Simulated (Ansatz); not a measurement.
The reference is Cu2O (space group Pn-3m, No. 224; a = 4.222 Å).

The values are results of Ansatz (a quantum-chemistry and plane-wave program) PBEsol, spin-orbit coupling left out, earlier PAW set, not measurements.

One change was made to it. Results:

```tsv
quantity	base	after
band gap	0.56 eV	zero
lattice parameter a	7.979 bohr	7.989 bohr
```

Task: Which of these changes matches the shifts?
A) Cu → Al
B) O → N
C) Cu → V

Result: C, Cu → V. For comparison, the lattice parameter a in the other runs: O → N gives 7.892 bohr; Cu → Al gives 8.175 bohr.

Whether these cells are dynamically stable was not tested. As relaxed here, V2O, Cu2N and Al2O are hypothetical phases, not in the database extracts checked. Starting moments died away, wholly or in part, for Cu → V; another magnetic solution may exist. No Hubbard U is applied, and correlation can decide whether such a compound is a metal. The final runs are not spin-polarised. Cu2N has a high density of states at the Fermi level and may be magnetic at this level.
